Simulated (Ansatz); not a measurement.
Consider CsPbCl3 in the cubic perovskite structure (space group Pm-3m, No. 221; a = 5.521 Å).

Method: Kohn–Sham DFT with the LDA functional, run in Ansatz (a program for electronic structure) with PAW and 420 eV plane waves, scalar-relativistic without spin-orbit coupling.

For the base:

Pressure: 0.00 GPa
Hole mass: 0.14 mₑ (at R)
Band gap: 1.53 eV

Perturbation: an isotropic linear strain of −1.80 %, atoms relaxed at fixed cell.

Estimate the effect on the pressure, hole mass, band gap and energy relative to the base.

The pressure goes from zero to 1.83 GPa; the hole mass changes from 0.14 mₑ (at R) to 0.11 mₑ (at R); the band gap drops by 0.29 eV (1.53 eV → 1.24 eV); the energy goes up by 9.7 meV/atom.

With Pb present, leaving out spin-orbit coupling can change the band edges. Masses are band curvatures over ±0.01 Å⁻¹ around the edge. Whether these cells are dynamically stable was not tested. Many cubic perovskites are stable only at high temperature; tilts and polar distortions were not tested. This is not the structure that CsPbCl3 has at room temperature and ambient pressure.
